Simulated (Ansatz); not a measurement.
For GePd (model structure, started from the CsCl type, Pm-3m, No. 221, 2 atoms in the cell), PBE (Ansatz, a first-principles code, plane waves, PAW) gives:

lattice parameter a: 3.172 Å
cohesive energy: 3.97 eV/atom

Question: What does r²SCAN+rVV10 (Ansatz, plane waves, PAW) give for the same quantities?

Answer: 
- lattice constant a: 3.127 Å (shrinks by 1.4 %)
- cohesive energy: 4.43 eV/atom (goes up by 0.46 eV/atom)

Changes are worked out from the printed values.

Unless a cell is named, each level is at its own relaxed cell (PBE 15.96, r²SCAN+rVV10 15.28 Å³/atom).

The crystal itself was run without spin with PBE, r²SCAN+rVV10; a magnetic state was not tried in these runs.

Ansatz's density-functional and Hartree–Fock values are scalar-relativistic unless marked +SOC, with PAW data made under PBE.

A model structure was made by putting elements into a prototype or built by hand; it is no filed structure, need not be a known phase, and can be a saddle point held by its symmetry.
